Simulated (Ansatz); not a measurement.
Cl on the Si site (Cl_Si) in silicon: one set of geometries, relaxed with PBE, evaluated in Ansatz (PAW, plane waves to 420 eV, 500 eV under r2SCAN) with PBE, r2SCAN.

Set-up: 64-site cell; 2×2×2 shifted k-points; start: the Si site; finite-size errors of tenths of an eV.

```tsv
quantity	PBE	r2SCAN
host gap (eV)	0.61	___
ε(+1/0) above the VBM (eV)	not bound	not settled
ε(0/−1) above the VBM (eV)	not bound	not settled
```

### Question
Given the lower rungs, what does r2SCAN give?

### Answer

- host gap (eV), r2SCAN: 0.79

"Not bound" means that the carrier spreads over host band states in this cell; a shallow level, bound over tens of ångströms, can't be resolved here.

Ansatz is a program for electronic structure.
